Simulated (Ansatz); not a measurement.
The reference is GaN in the wurtzite structure (space group P6_3mc, No. 186).

```xyz
4
Lattice="3.1826 0.0000 0.0000 -1.5913 2.7562 0.0000 0.0000 0.0000 5.1854" Properties=species:S:1:pos:R:3 pbc="T T T"
Ga     0.0000     1.8375     0.0010
Ga     1.5913     0.9187     2.5937
N      0.0000     1.8375     1.9539
N      1.5913     0.9187     4.5466
```

Computed with PBEsol (Ansatz, a quantum-chemistry and plane-wave program, PAW, no spin-orbit coupling).

For the base:

- Pressure = 0.0 kbar
- Electron mass = 0.16 mₑ along c, 0.17 mₑ across (at Γ)
- Valence-band top at Γ = 0.00, 0.00, -0.04 eV
- Band gap = 1.88 eV

Now apply this change: the cell is scaled by 0.9880 in all directions; the atoms relax in the strained cell.

### Question
Estimate the effect on the pressure.

### Answer
The pressure (mean of the normal stresses, compression positive) goes from zero to 74.0 kbar.

### Question
Estimate the effect on the electron mass.

### Answer
The electron mass goes from 0.16 mₑ along c, 0.17 mₑ across (at Γ) to 0.17 mₑ along c, 0.19 mₑ across (at Γ).

### Question
What does the calculation give for the valence-band top at Γ after the change?

### Answer
The valence-band top at Γ (three highest levels, from the VBM) becomes 0.00, 0.00, -0.05 eV (base: 0.00, 0.00, -0.04 eV).

### Question
Predict the new band gap.

### Answer
The band gap rises by 0.238 eV to 2.11 eV.

Effective masses come from finite differences of ±0.01 Å⁻¹. No phonon test of stability was made.
